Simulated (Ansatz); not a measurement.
An ideal cubic perovskite cell is held by its symmetry; such compounds can tilt or shift off centre at room temperature. The starting structures come from a database of crystals and need not be the phases stable at ambient conditions.

 Where the default PAW files enter, the runs use the earlier of Ansatz's two default sets.

**Evanescent states of CsCdCl3 (Pm-3m, cubic perovskite, not sure to be the ambient phase, 5 atoms a cell, 29.2 Å³ an atom) along the normal of (001)**

Method: r2SCAN (plane waves, PAW; Ansatz, a quantum-chemistry and plane-wave program).

The gap is the functional's own, uncorrected, and κ follows it; spin-orbit coupling is left out. Mid-gap values are interpolated between the computed energies.

Energies count from the valence-band top; κ is the least over a 6×6 mesh across the current.

| E (eV) | κ (1/Å) | where |
|---|---|---|
| 0.07 | 0.073 | off Γ |
| 0.20 | 0.125 | off Γ |
| 0.33 | 0.159 | off Γ |
| 0.46 | 0.187 | off Γ |
| 0.58 | … | off Γ |
| 0.71 | … | off Γ |
| 0.84 | … | off Γ |
| 0.97 | … | off Γ |
| 1.10 | … | Γ |
| 1.24 | … | Γ |
| 1.36 | … | Γ |
| 1.50 | … | Γ |
| 1.62 | … | Γ |
| 1.75 | … | Γ |
| 1.89 | … | Γ |
| 2.02 | 0.172 | Γ |
| 2.15 | 0.148 | Γ |
| 2.27 | 0.116 | Γ |
| 2.40 | 0.068 | Γ |

### Question
Some entries are withheld; supply them.

### Answer

- 0.58, κ (1/Å): 0.210
- 0.71, κ (1/Å): 0.230
- 0.84, κ (1/Å): 0.248
- 0.97, κ (1/Å): 0.263
- 1.10, κ (1/Å): 0.264
- 1.24, κ (1/Å): 0.257
- 1.36, κ (1/Å): 0.248
- 1.50, κ (1/Å): 0.238
- 1.62, κ (1/Å): 0.225
- 1.75, κ (1/Å): 0.210
- 1.89, κ (1/Å): 0.193
